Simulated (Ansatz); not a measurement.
Consider Ti3Al (space group P6_3/mmc, No. 194).

```yaml
crystal:
  lattice:
    - [5.75530, 0.00000, 0.00000]
    - [-2.87765, 4.98424, 0.00000]
    - [0.00000, 0.00000, 4.65460]
  atoms:
    - { symbol: Ti, position: [0.83025, 0.66050, 0.25000] }
    - { symbol: Ti, position: [0.16975, 0.83025, 0.75000] }
    - { symbol: Ti, position: [0.33950, 0.16975, 0.25000] }
    - { symbol: Ti, position: [0.16975, 0.33950, 0.75000] }
    - { symbol: Ti, position: [0.83025, 0.16975, 0.25000] }
    - { symbol: Ti, position: [0.66050, 0.83025, 0.75000] }
    - { symbol: Al, position: [0.33333, 0.66667, 0.25000] }
    - { symbol: Al, position: [0.66667, 0.33333, 0.75000] }
```

Level of theory: Ansatz (a program for electronic structure) PBE, without spin-orbit coupling, earlier PAW set.

Before the change:

```
Property               Value
-------------------  -------
Lattice parameter a  5.755 Å
```

Now apply this change: cell and atoms relaxed at a pressure of 18 GPa.

### Question
What does the calculation give for the lattice parameter a after the change?

### Answer
The lattice parameter a shrinks by 0.2457 Å (5.755 Å → 5.510 Å).

Load acts through the strain it causes; cell and atoms are relaxed under it. Stability against distortions was not tested. No other phases were tried under pressure. The final runs are not spin-polarised.
